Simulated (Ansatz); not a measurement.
The parent structure is Hf in the hcp (Mg type) structure (space group P6_3/mmc, No. 194; a = 3.2040 Å, c = 5.0726 Å; relaxed with 0.1 eV smearing).

The values are results of Ansatz (a first-principles code), PBE, PAW, cutoff 420 eV, without spin-orbit coupling, not measurements.

For the base:

| Property | Value |
|---|---|
| Pressure | 0.0 GPa |
| Band gap | zero |

The change: every lattice vector is shortened by 0.50 %; the atoms relax in the strained cell.

What happens to the pressure?

The pressure (mean of the normal stresses, compression positive) goes from zero to 1.6 GPa.

What does the calculation give for the energy relative to the base after the change?

The energy rises by 1.7 meV/atom.

Predict the new band gap.

The band gap remains zero.

Whether these cells are dynamically stable was not tested. All final runs are without spin polarisation.
